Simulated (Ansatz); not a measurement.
HfN: response to strain

Consider HfN in the rock salt structure (space group Fm-3m, No. 225; a = 4.5018 Å; relaxed with 0.1 eV smearing). Axes: x, y, z lie along the cube axes.

Strains are applied to the cell and any free atomic positions relax; under biaxial strain the out-of-plane vector relaxes too; under stress the whole cell relaxes.

Method: Ansatz (a quantum-chemistry and plane-wave program) PBEsol, no SOC.

Notes on the quantities. energy relative to the base: free energy F; pressure: mean of the normal stresses, compression positive.

| case | energy relative to the base | pressure | volume per atom | space group |
|---|---|---|---|---|
| base | 0 meV/atom | 0.0 GPa | 11.40 Å³ | Fm-3m (No. 225) |
| biaxial strain −3.87 %, plane normal [001], relaxed out of plane | +87 meV/atom | 23.3 GPa | 10.69 Å³ | I4/mmm (No. 139) |
| biaxial strain −3.00 %, plane normal [001], relaxed out of plane | +51 meV/atom | 17.1 GPa | 10.85 Å³ | I4/mmm (No. 139) |
| biaxial strain −1.11 %, plane normal [001], relaxed out of plane | +6.4 meV/atom | 5.6 GPa | 11.20 Å³ | I4/mmm (No. 139) |
| tensor shear ε_xz = −1.35 % | +3.2 meV/atom | 0.1 GPa | 11.40 Å³ | Immm (No. 71) |
| uniaxial stress, 5 GPa tension along x | +1.6 meV/atom | – | 11.48 Å³ | I4/mmm (No. 139) |

Beyond what the load breaks, stability against distortions was not tested. The final runs are not spin-polarised. An odd electron count without spin: HfN.
